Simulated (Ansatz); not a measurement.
**Mo_Sn (rutile SnO2 host)**

Calculation: PBE, PAW (plane waves to 420 eV; Ansatz, a first-principles code). The supercell holds 72 host sites (2×2×3 repeats of a cell of 6 atoms), with a 2×2×2 shifted k-point sampling for the final energies. Site at the start: the Sn site. Charged cells carry a point-charge image correction with potential alignment at far atoms. Dielectric constants: PBE linear response of the host. Host gap at this level: 0.68 eV. These values are not converged in cell size to better than tenths of an eV. The semilocal functional narrows the gap, so deep levels can fall outside it. Spin–orbit coupling is left out, which matters for these heavy elements. Each state is the lowest found from its start.

Charges with a result: +2, +1, 0, −1. Others weren't obtained, and one of them could lie lower, also by skipping a charge.

```
charge         moment (μB)  largest move off a lattice site (Å)  image correction with alignment (eV)  above the lowest spin state (eV)
------  ------------------  -----------------------------------  ------------------------------------  --------------------------------
+2      not spin-polarised                                 0.17                                  0.52                              0.00
+1†                    1.0                                 0.12                                  0.15                              0.00
0†              fractional                                 0.12                                  0.00                              0.00
0*      not spin-polarised                                 0.11                                     –                              0.16
−1†                    1.0                                 0.12                                  0.02                              0.00
−1†                    1.0                                 0.12                                  0.02                              0.00
```

* At this level the carrier isn't localised at the defect: . Such a state is shallow or no state of the defect, and this cell gives it no level.

† Not settled in this cell, so no level is given: charge +1: carriers not clearly localised; charge 0: fractional moment, a level filled in part, carriers not clearly localised, level within 0.1 eV of a band edge or past it; charge −1: level within 0.1 eV of a band edge or past it.

Starting moments that weren't kept: charge 0 began with 2 μB and ended with 1.1; charge −1 began with 3 μB and ended with 1.0.

Flagged in the runs: a doubtful potential alignment, a host whose relaxation on this sampling wasn't shown to rest.

All states together cost roughly 6 core-hours.
